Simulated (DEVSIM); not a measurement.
Structure: abrupt Si p-n junction, at 300 K.

Layer 1 from the left is Si, thickness (μm) 73.0, Na (cm⁻³) 6.8e16, τn (s) 1.1e-7, τp (s) 1.1e-7. Layer 2 from the left is Si, thickness (μm) 4.40, Nd (cm⁻³) 8.4e15, τn (s) 1.1e-7, τp (s) 1.1e-7.

Left contact: ohmic. Right contact: ohmic. Voltage is applied to the left contact. Recombination: SRH at mid-gap, Auger. Mobility is constant in doping.

The device is made up for the run: typed textbook-type constants, with dimensions and the other settings drawn at random. Values at 300 K.

Si: gap (eV) 1.124, affinity (eV) 4.05, permittivity 11.7, Nc (cm⁻³) 2.86e19, Nv (cm⁻³) 3.1e19, μn (cm²/Vs) 1417, μp (cm²/Vs) 470, Cn (cm⁶/s) 2.8e-31, Cp (cm⁶/s) 9.9e-32.

Model (solved in DEVSIM): 1D drift-diffusion, Boltzmann statistics, complete ionisation; no tunnelling, impact ionisation, image-force lowering or self-heating.

Dark forward current:

```
|V| (V)  |J| (A/cm²)
-------  -----------
0.05        4.257e-8
0.10        1.531e-7
0.15        4.680e-7
0.20        1.430e-6
0.25        4.722e-6
0.30        1.808e-5
0.35        8.388e-5
0.40       0.0004627
0.45        0.002857
0.50         0.01869
0.55          0.1249
0.60          0.8122
0.65           4.398
0.70           15.28
0.75           34.31
0.80           59.51
0.85           89.69
0.90           124.6
0.95           164.3
1.00           209.3
1.05           259.6
1.10           315.8
1.15           378.0
1.20           446.5
1.25           521.6
1.30           603.3
```

Question: Work out the local ideality factor n = ΔV / (kT/q · ln(J2/J1)) between the rows 0.15 and 0.20 V, 0.50 and 0.55 V, 1.25 and 1.30 V.

Answer: kT/q = 25.85 mV. From 0.15 to 0.20 V: ln(1.430e-6/4.680e-7) = 1.117, n = 1.73. From 0.50 to 0.55 V: ln(0.1249/0.01869) = 1.900, n = 1.02, near the 1 of diffusion or emission over a barrier. From 1.25 to 1.30 V: ln(603.3/521.6) = 0.146, n = 13.29.

Question: Estimate the current at 0.50 V from the Shockley equation with J0 = Σ q ni² D/(N L) coth(W/L), τ joining the SRH, radiative and Auger lifetimes that are on, and W taken as the whole layer.

Answer: ni² = 1.16e20 cm⁻⁶; electrons in the p layer: μ = 1420 cm²/Vs, D = 36.6 cm²/s, τ = 1.10e-7 s, L = 20.1 μm, W/L = 3.6, term 4.99e-12 A/cm²; holes in the n layer: μ = 470 cm²/Vs, D = 12.1 cm²/s, τ = 1.10e-7 s, L = 11.6 μm, W/L = 0.38, term 6.39e-11 A/cm². J0 = 6.89e-11 A/cm², and J = J0 exp(qV/kT) = 0.0173 A/cm². The simulation gives 0.0187 A/cm²; the estimate lies 7.3 % below. The estimate leaves out recombination in the depletion region and that region's share of W.
